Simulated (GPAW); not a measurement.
## A self-consistent single point of Rb₃Ge (I4/mmm, 4 atoms in the cell) with GPAW

Level of theory: LDA (Perdew-Wang 92), GPAW PAW datasets LDA (gpaw-data 1.0.1) (plane waves; GPAW).

This input was run:

```python
from ase import Atoms
from ase.units import GPa
from gpaw import GPAW

atoms = Atoms(['Rb', 'Rb', 'Rb', 'Ge'],
              cell=[[-3.149427, 3.149427, 4.863513],
                    [3.149427, -3.149427, 4.863513],
                    [3.149427, 3.149427, -4.863513]],
              scaled_positions=[[0.750000, 0.250000, 0.500000],
                                [0.250000, 0.750000, 0.500000],
                                [0.500000, 0.500000, 0.000000],
                                [0.000000, 0.000000, 0.000000]],
              pbc=True)

calc = GPAW(mode={'name': 'pw', 'ecut': 600},
            xc='LDA',
            kpts={'size': (6, 6, 6), 'gamma': True},
            occupations={'name': 'fermi-dirac', 'width': 0.05},
            nbands=-8,
            symmetry={'symmorphic': False, 'tolerance': 0.0005},
            maxiter=120,
            txt='-')

atoms.calc = calc

energy = atoms.get_potential_energy()
print('Energy (eV):', round(energy, 6))
forces = atoms.get_forces()
print('Forces (eV/Ang):')
print(forces.round(5))
stress = atoms.get_stress()
print('Stress (GPa, Voigt):', (stress / GPa).round(4))
```

Output, abridged:

```
Input parameters:
  kpts: {gamma: True,
         size: (6, 6, 6)}
  maxiter: 120
  mode: {ecut: 600,
         name: pw}
  nbands: -8
  occupations: {name: fermi-dirac,
                width: 0.05}
  symmetry: {symmorphic: False,
             tolerance: 0.0005}

species:
  Rb:
    name: Rubidium
    Z: 37.0
    valence: 9
    core: 28
    charge: 0.0
    file: Rb.LDA.gz

    # Using partial waves for Rb as LCAO basis

  Ge:
    name: Germanium
    Z: 32.0
    valence: 4
    core: 28
    charge: 0.0
    file: Ge.LDA.gz

    # Using partial waves for Ge as LCAO basis

Reference energy: -300038.087845  # eV

Spin-paired calculation

Convergence criteria:
 Maximum [total energy] change in last 3 cyles: 0.0005 eV / valence electron
 Maximum integral of absolute [dens]ity change: 0.0001 electrons / valence electron
 Maximum integral of absolute [eigenst]ate change: 4e-08 eV^2 / valence electron
 Maximum number of scf [iter]ations: 120

Symmetries present (total): 16
Symmetries with fractional translations: 0
216 k-points: 6 x 6 x 6 Monkhorst-Pack grid + [1/12,1/12,1/12]
30 k-points in the irreducible part of the Brillouin zone
       k-points in crystal coordinates                weights
   0:     0.00000000    0.00000000    0.00000000          1/216
   1:     0.16666667   -0.16666667    0.00000000          4/216
   2:     0.16666667   -0.16666667    0.16666667          4/216
   [... 7 lines left out ...]
          ...
  29:     0.50000000    0.50000000    0.50000000          1/216

Wave functions: Plane wave expansion
  Cutoff energy: 600.000 eV
  Number of coefficients (min, max): 6410, 6464
  Pulay-stress correction: 0.000000 eV/Ang^3 (de/decut=0.000000)

Occupation numbers: Fermi-Dirac:
  width: 0.0500  # eV

Eigensolver

Densities:
  Coarse grid: 40*40*40 grid
  Fine grid: 80*80*80 grid
  Total Charge: 0.000000

Density mixing:
  Method: separate
  Backend: pulay
  Linear mixing parameter: 0.05
  old densities: 5
  Damping of long wavelength oscillations: 50

Hamiltonian:
  XC and Coulomb potentials evaluated on a 80*80*80 grid
  External potential:
    NoExternalPotential

Number of atoms: 4
Number of atomic orbitals: 19
Number of bands in calculation: 23
Number of valence electrons: 31
Bands to converge: occupied

Density initialized from atomic densities
  19 bands from LCAO basis set
  4 bands from random numbers

Atomic positions and initial magnetic moments

Positions:
   0 Rb    -0.000000    3.149427    2.431757    ( 0.0000,  0.0000,  0.0000)
   1 Rb     3.149427    0.000000    2.431757    ( 0.0000,  0.0000,  0.0000)
   2 Rb     0.000000    0.000000    4.863513    ( 0.0000,  0.0000,  0.0000)
   3 Ge     0.000000    0.000000    0.000000    ( 0.0000,  0.0000,  0.0000)

Unit cell:
           periodic     x           y           z      points  spacing
  1. axis:    yes   -3.149427    3.149427    4.863513    40     0.1322
  2. axis:    yes    3.149427   -3.149427    4.863513    40     0.1322
  3. axis:    yes    3.149427    3.149427   -4.863513    40     0.1113

  Lengths:   6.594812   6.594812   6.594812
  Angles:  122.947501 122.947501  84.966356

Effective grid spacing dv^(1/3) = 0.1445

     iter     time        total  log10-change:
                         energy   eigst   dens
iter:   1 --:--:--    -8.724928
iter:   2 --:--:--    -8.439065   -2.72  -1.11
iter:   3 --:--:--    -7.629607   -2.18  -1.16
iter:   4 --:--:--    -7.602472   -3.51  -1.47
iter:   5 --:--:--    -7.531132   -2.65  -1.54
iter:   6 --:--:--    -7.530148   -3.84  -2.20
iter:   7 --:--:--    -7.525601c  -3.68  -2.18
iter:   8 --:--:--    -7.525662c  -4.82  -2.86
iter:   9 --:--:--    -7.525493c  -6.04  -2.86
iter:  10 --:--:--    -7.525398c  -5.57  -3.11
iter:  11 --:--:--    -7.525453c  -6.43  -3.54
iter:  12 --:--:--    -7.525419c  -6.64  -3.56
iter:  13 --:--:--    -7.525405c  -6.87  -3.75
iter:  14 --:--:--    -7.525410c  -7.73c -3.88
iter:  15 --:--:--    -7.525409c  -8.59c -3.90
iter:  16 --:--:--    -7.525407c  -7.61c -3.97
iter:  17 --:--:--    -7.525410c  -8.26c -4.08c

Converged after 17 iterations.

Dipole moment: (-0.000000, -0.000000, -0.000000) |e|*Ang

Energy contributions relative to reference atoms: (reference = -300038.087845)

Kinetic:         +2.215467
Potential:       -0.449781
External:        +0.000000
XC:              -9.216398
Entropy (-ST):   -0.075072
Local:           -0.037163
SIC:             +0.000000
--------------------------
Free energy:     -7.562946
Extrapolated:    -7.525410

Showing only first 2 kpts
 Kpt  Band  Eigenvalues  Occupancy
  0    13      2.02160    1.99979
  0    14      2.45507    1.23423
  0    15      2.50455    0.74930
  0    16      2.50455    0.74930

  1    13      1.55068    2.00000
  1    14      2.48255    0.96388
  1    15      2.50954    0.70318
  1    16      3.19198    0.00000

Fermi level: 2.47893

No gap
No difference between direct/indirect transitions
Energy (eV): -7.52541

Forces in eV/Ang:
  0 Rb    0.00000    0.00000    0.00000
  1 Rb    0.00000   -0.00000    0.00000
  2 Rb    0.00000    0.00000    0.00000
  3 Ge    0.00000    0.00000    0.00000

Stress tensor:
     0.009167     0.000000     0.000000
     0.000000     0.009167     0.000000
     0.000000     0.000000     0.009446
Stress (GPa, Voigt): [1.4687 1.4687 1.5135 0.     0.     0.    ]
```

The run converged in 17 iterations. GPAW prints stress with tension positive.

The starting cell comes from a database of computed structures (which also holds hypothetical and non-ambient phases and stackings), without a prior relaxation at this level. Its lattice was rescaled by a random factor within 2.5 % of one.

Cost on one core of a shared machine: roughly 60 s.
